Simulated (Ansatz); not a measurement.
RuC (R-3m, No. 166, 4 atoms in the cell; start mp-999259) was calculated with LDA in Ansatz (plane waves, PAW).

The input as run:

Ansatz 0.2 input:
```yaml
crystal:
  lattice:
    - [1.3547201768, 0.7821478954, 6.1599187613]
    - [-1.3547201768, 0.7821478954, 6.1599187613]
    - [0.0, -1.5642962808, 6.1599186991]
  atoms:
    - { symbol: Ru, position: [0.2283968692, 0.2283968692, 0.2283968692] }
    - { symbol: Ru, position: [0.7716031308, 0.7716031308, 0.7716031308] }
    - { symbol: C, position: [0.0373032683, 0.0373032683, 0.0373032683] }
    - { symbol: C, position: [0.9626967317, 0.9626967317, 0.9626967317] }
basis:
  ecutwfc: 520
  ecutrho_ratio: 4
  xc_grid: 2
kpoints:
  mp_grid: { grid: [22, 22, 22] }
hamiltonian:
  xc: lda
  dispersion: none
  pseudopotentials: { kind: paw }
scf:
  occupations: { method: fermi_dirac, width: 0.05 }
output:
  forces: true
  stress: true
  eigenvalues: true
relax:
  f_tol: 0.004
  escape_saddle: false
  max_steps: 80
  cell: { stress_tol: 0.02, fix: [volume] }
```

Excerpt of the program's output:

```
Relaxation: its limit of steps is 80 (relax.max_steps)
Crystal: 4 atoms, lattice volume = 39.162 Å³
Basis set: ecut = 520 eV, 1019 PW (Γ), FFT grids on a1−a3, a2−a3, a3, exchange–correlation on 48×48×96 points (8 copies of the dense FFT grid, shifted against one another)
Bands: 24, of which v1, the nominal top of the filled ones, is band 20 counted from 1 (19 counted from 0)
Symmetry: 12 space group operations
Space group: R-3m (ITA 166), of the structure as read, at distance tolerance 3.4e-5 Å
k-points: 1024 of 10648
Functional: x = slater, c = lda
SCF iter   1: F=—  HF=-12001.366589 eV  |F-HF|=—  |Δ(HF+E_count)|=         —  Δρ=1.88e-2  dr2=1.50e-1
SCF iter   2: F=—  HF=-12001.348129 eV  |F-HF|=—  |Δ(HF+E_count)|=   1.85e-2  Δρ=9.96e-3  dr2=5.55e-2
  ...
SCF 1 converged in 7 iterations: F = -12001.338243 eV  dr2 = 7.47e-8
Crystal: 4 atoms, lattice volume = 39.162 Å³
Initial density: handed on by an earlier stage of this run
SCF 2 converged in 6 iterations: F = -12001.339914 eV  dr2 = 7.22e-9
Crystal: 4 atoms, lattice volume = 39.162 Å³
Basis set: ecut = 520 eV, 1007 PW (Γ), FFT grids on a1−a3, a2−a3, a3, exchange–correlation on 48×48×96 points (8 copies of the dense FFT grid, shifted against one another)
SCF 3 converged in 6 iterations: F = -12001.339922 eV  dr2 = 1.29e-11
Crystal: 4 atoms, lattice volume = 39.162 Å³
SCF 4 converged in 6 iterations: F = -12001.339892 eV  dr2 = 1.06e-10
Crystal: 4 atoms, lattice volume = 39.162 Å³
SCF 5 converged in 8 iterations: F = -12001.339924 eV  dr2 = 1.91e-13
Crystal: 4 atoms, lattice volume = 39.162 Å³
SCF iter   7: F=-12001.339925 eV  HF=-12001.339925 eV  |F-HF|=3.64e-12  |Δ(HF+E_count)|=    0.00e0  Δρ=1.40e-9  dr2=1.24e-15
SCF iter   8: F=-12001.339925 eV  HF=-12001.339925 eV  |F-HF|=3.64e-12  |Δ(HF+E_count)|=  1.82e-12  Δρ=7.40e-10  dr2=3.73e-16
SCF 6 converged in 8 iterations: F = -12001.339925 eV  dr2 = 3.73e-16
SCF converged after 8 iterations
Free energy (F): -12001.339925 eV
Internal energy: -12001.327648 eV  (E = F + TS)
E sigma→0 (E₀):  -12001.333786 eV
Fermi energy:    19.884940 eV
--- Stress (GPa, compression-positive) ---
        7.117995      -0.000000      -0.000000
       -0.000000       7.117995      -0.000000
       -0.000000      -0.000000       7.121411
  P = ⅓ Tr σ = 7.1191 GPa (71.191 kbar)
```

The cell is one volume of an energy–volume scan, off the minimum.

The PAW data were made under PBE.

Note: the run has no spin polarisation, so it can have missed a magnetic state. Note: the relaxation could not lower the start's symmetry, so the cell can be a saddle point above a distorted one.

Computing time: about 5 core-minutes (a rough figure).

A start named mp-… is a Materials Project structure, which need not be a measured phase.

Ansatz is a first-principles code.
